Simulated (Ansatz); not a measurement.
An Ansatz (a first-principles code) run: Ir with a change (pressure 30 GPa); Ansatz r2SCAN, scalar-relativistic without spin-orbit coupling.

Input:

Ansatz 0.2 input:
```yaml
crystal:
  lattice:
    - [0, 1.8889802382, 1.8889802382]
    - [1.8889802382, 0, 1.8889802382]
    - [1.8889802382, 1.8889802382, 0]
  atoms:
    - { symbol: Ir, position: [0, 0, 0] }
basis: { ecutwfc: 500, ecutrho_ratio: 4, xc_grid: 4, fft_grid_basis: typed }
kpoints: { mp_grid: { grid: [21, 21, 21] } }
hamiltonian:
  xc: r2scan
  dispersion: none
  pseudopotentials: { kind: paw }
scf: { occupations: { method: fermi_dirac, width: 0.05 } }
relax: { f_tol: 0.01, max_steps: 60, cell: { stress_tol: 0.02, p_target: 30 } }
output: { forces: true, stress: true }
checkpoint: { write: state.ck, write_every: 1000 }
```

Output (explanatory and most iteration lines left out):

```
Relaxation: its limit of steps is 60 (relax.max_steps)
Pseudopotential: Ir, paw, valence charge 17
Crystal: 1 atoms, lattice volume = 13.481 Å³
Basis set: ecut = 500 eV, 331 PW (Γ), exchange–correlation on 80×80×80 points (64 copies of the dense FFT grid, shifted against one another)
Bands: 13, of which v1, the nominal top of the filled ones, is band 9 counted from 1 (8 counted from 0)
Symmetry: 48 space group operations
Space group: Fm-3m (ITA 225), of the structure as read, at distance tolerance 2.4e-5 Å
k-points: 286 of 9261
Functional: x = r2scan, c = r2scan; τ floored in thin density (d = 2e-4 eV/Å³)
SCF iter   1: F=—  HF=-11948.647736 eV  |F-HF|=—  |Δ(HF+E_count)|=         —  Δρ=1.17e-2  dr2=8.82e-3  dr2_τ=4.61e-2  ethr=1.77e-3  ⟨swp⟩=5.4  Hψ=21381  notcnv=0
SCF iter   2: F=—  HF=-11948.678267 eV  |F-HF|=—  |Δ(HF+E_count)|=   3.05e-2  Δρ=5.25e-3  dr2=9.28e-4  dr2_τ=4.84e-4  ethr=5.19e-5  ⟨swp⟩=2.0  Hψ=8549  notcnv=0  defer=16
SCF 1 converged in 6 iterations: F = -11948.678966 eV  dr2 = 8.76e-10
relax step   1: F+E_penalty+E_count = -11948.67896643 eV  Δ(F+E_penalty+E_count) = +0.000e0 eV  max|allowed force component| = 0.000e0 eV/Å  Δτ_max = 0.0000 Å  P = +22.506 GPa  Ω = 13.481 Å³  (6 SCF iters, dr2 threshold 1.00e-7 eV, accepted)
[... steps on the carried basis left out ...]
relax step   5: F+E_penalty+E_count = -11948.64639782 eV  Δ(F+E_penalty+E_count) = +1.525e-4 eV  max|allowed force component| = 0.000e0 eV/Å  Δτ_max = 0.0000 Å  P = +30.004 GPa  Ω = 13.282 Å³  stress off target by 4.27e-3 GPa  SCF on the basis re-selected at this cell (its energy is not comparable with the rows above)  (5 SCF iters)
SCF converged after 5 iterations
Free energy (F): -11948.646398 eV
Internal energy: -11948.639374 eV  (E = F + TS)
E sigma→0 (E₀):  -11948.642886 eV
Entropy (-TS):   -0.007024 eV (-7.024 meV/atom)
Fermi energy:    27.719120 eV
--- Forces (eV/Å), atoms counted from 1 ---
  atom   1  Ir    -0.00000000     0.00000000    -0.00000000
--- Stress (GPa, compression-positive) ---
       30.004266      -0.000000      -0.000000
       -0.000000      30.004266      -0.000000
       -0.000000      -0.000000      30.004266
  P = ⅓ Tr σ = 30.0043 GPa (300.043 kbar)
--- Relaxed structure (4 steps of the walk, 3 accepted, 1 SCFs on fresh bases) ---
  cell:  # Å, volume = 13.2816 Å³
    - [-4.299220152755655e-34, 1.8796327665756878, 1.8796327665756878]
    - [1.8796327665756878, -6.369215041119487e-34, 1.8796327665756878]
    - [1.8796327665756878, 1.8796327665756878, -1.4967655346630797e-34]
  atoms:
    - { symbol: Ir, position: [0.0, 0.0, 0.0] }
```

Load acts through the strain it causes; cell and atoms are relaxed under it. Stability against distortions was not tested. No other phases were tried under pressure. The final runs are not spin-polarised. The cell was made from Ir in the fcc (Cu type) structure (space group Fm-3m, No. 225) by this change: pressure 30 GPa.
